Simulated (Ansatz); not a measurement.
The reference is C (space group Im-3m, No. 229; a = 4.362 Å; a hypothetical phase, not in the database extracts checked). Axes: x, y, z lie along the cube axes.

One thing is altered: tensile biaxial strain of 0.98 % in the plane normal to [110], as in epitaxy on a mismatched substrate; the out-of-plane cell vector and the atoms relax.

Levels (all Ansatz, an electronic-structure program, PAW): PBEsol (420 eV, spin-orbit coupling left out); r2SCAN (500 eV, no spin-orbit coupling); HSE06 (420 eV, scalar-relativistic without spin-orbit coupling).

At the geometry relaxed with PBEsol, these levels gave the following band gaps, in shuffled order: (a) 2.45 eV, (b) 3.56 eV, (c) 2.36 eV.

Problem. Match each gap to its level.

Solution. (a) r2SCAN; (b) HSE06; (c) PBEsol.

Single points use the geometry relaxed with PBEsol. The hybrid gap comes from the SCF mesh plus the semilocal run's edge points and a few special points and is an upper bound. Whether these cells are dynamically stable was not tested.
